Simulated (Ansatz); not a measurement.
**A computed series for BN: response to strain**

The reference is BN in the wurtzite structure (space group P6_3mc, No. 186; a = 2.5232 Å, c = 4.1751 Å). Axes: x lies along a and z along c of the hexagonal cell.

Strains are applied to the cell and any free atomic positions relax.

The values are results of Ansatz (a program for electronic structure) LDA, scalar-relativistic without spin-orbit coupling, not measurements.

Candidates:
(a) tensor shear ε_xz = +1.67 %
(b) tensor shear ε_xz = +0.33 %
(c) tensor shear ε_xz = +2.00 %
(d) tensor shear ε_xz = +1.33 %

Base values:

| Item | Result |
|---|---|
| Smallest direct gap | 8.29 eV |

Order them by smallest direct gap, lowest first.

(c) tensor shear ε_xz = +2.00 % (8.19 eV), (a) tensor shear ε_xz = +1.67 % (8.21 eV), (d) tensor shear ε_xz = +1.33 % (8.24 eV), (b) tensor shear ε_xz = +0.33 % (8.28 eV)

Stability against distortions was not tested.
